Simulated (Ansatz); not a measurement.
The starting structures come from a database of crystals and need not be the phases stable at ambient conditions.

The decay constant κ of evanescent states in the gap governs leakage through a thin film.

Given:

```
CuI
1.0
    4.24370     0.00000     0.00000
    0.00000     6.98836     0.00000
    2.12185     0.00000     3.67515
Cu I
2 2
Cartesian
  4.24370   0.88976   2.45010
  2.12185   4.38394   1.22505
  4.24370   3.47797   2.45010
  2.12185   6.97215   1.22505
```

Space group of this cell: P6_3mc, wurtzite. The cell is taken as given.

Transport runs along the normal of the first two printed cell vectors, the (100) plane of the conventional cell.

The gap is the functional's own. No spin-orbit coupling. Mid-gap values are interpolated on the energy grid.

Problem. Estimate the band gap and the smallest decay constant κ at mid-gap that r2SCAN run with Ansatz (a program for electronic structure) returns for this system.

Solution. Gap 1.73 eV on a 8×6×8 mesh; κ = 0.152 1/Å, at the zone centre.
